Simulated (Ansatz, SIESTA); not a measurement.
A SIESTA input for a self-consistent single point of FeCo (Pm-3m, 2 atoms in the cell) (DFT, GGA PBE, numerical atomic orbitals DZP, PseudoDojo PBE standard norm-conserving potentials (rewritten from UPF to PSML)):

```
# files in the folder: Fe.psml Co.psml (PseudoDojo PBE standard)
SystemName  FeCo
SystemLabel FeCo

NumberOfAtoms                2
NumberOfSpecies              2
%block ChemicalSpeciesLabel
  1 26 Fe
  2 27 Co
%endblock ChemicalSpeciesLabel
LatticeConstant              1.0 Bohr
%block LatticeVectors
     5.266273646    0.000000000    0.000000000
     0.000000000    5.266273646    0.000000000
     0.000000000    0.000000000    5.266273646
%endblock LatticeVectors
AtomicCoordinatesFormat      Ang
%block AtomicCoordinatesAndAtomicSpecies
     0.000000000    0.000000000    0.000000000  1
     1.393396000    1.393396000    1.393396000  2
%endblock AtomicCoordinatesAndAtomicSpecies

XC.functional                GGA
XC.authors                   PBE
PAO.BasisSize                DZP
PAO.EnergyShift              0.01 Ry
MeshCutoff                   350 Ry
%block kgrid.MonkhorstPack
   16   0   0  0.0
    0  16   0  0.0
    0   0  16  0.0
%endblock kgrid.MonkhorstPack
OccupationFunction           MP
OccupationMPOrder            0
ElectronicTemperature        0.05 eV
Spin                         polarized
%block DM.InitSpin
  1 +4.00
  2 +3.00
%endblock DM.InitSpin

MaxSCFIterations             150
SCF.Mixer.Method             Pulay
SCF.Mixer.Weight             0.1
SCF.Mixer.History            6
SCF.DM.Tolerance             1.0E-04
Diag.ParallelOverK           true
WriteForces                  true
Charge.Mulliken              end
```

**Question.** Translate this input to Ansatz (a first-principles code).

**Answer.** This is the input that was run; spellings and numerical settings could be chosen otherwise.

Ansatz 0.2 input:
```yaml
crystal:
  lattice:
    - [2.786792, 0.000000, 0.000000]
    - [0.000000, 2.786792, 0.000000]
    - [0.000000, 0.000000, 2.786792]
  atoms:
    - { symbol: Fe, position: [0.000000, 0.000000, 0.000000], spin: 4.0 }
    - { symbol: Co, position: [0.500000, 0.500000, 0.500000], spin: 3.0 }
kpoints:
  mp_grid: { grid: [16, 16, 16] }
hamiltonian:
  xc: pbe
  pseudopotentials: { kind: paw }
magnetization:
  spin_polarized: true
scf:
  occupations: { method: gaussian, width: 0.0037 Ry }
output:
  forces: true
  eigenvalues: true
  stress: true
```

Basis settings and potentials, where a program has them, do not carry over. This input uses DFT, PBE, plane waves, default PAW files. The width in Ry is rounded to four decimals. Both were run: pressure 7.80 GPa in SIESTA and 13.42 in Ansatz; size of the net moment 2.26 μB/atom in SIESTA and 2.21 in Ansatz. Ansatz's pressure is the one without its finite-basis correction.

On Ansatz: the starting cell comes from a database of computed structures (which also holds hypothetical and non-ambient phases and stackings), without a prior relaxation at this level. Its lattice was rescaled by a random factor within 2.5 % of one. The magnetic order is the one reached from the typed start; others were not searched systematically. With a pressure of about 14 GPa the cell is away from its equilibrium volume at this level.

On SIESTA: the starting cell comes from a database of computed structures (which also holds hypothetical and non-ambient phases and stackings), without a prior relaxation at this level. Its lattice was rescaled by a random factor within 2.5 % of one. The magnetic order is the one reached from the typed start; others were not searched systematically. Values carry the incompleteness of an atom-centred basis. With a pressure of about 8 GPa the cell is away from its equilibrium volume at this level.
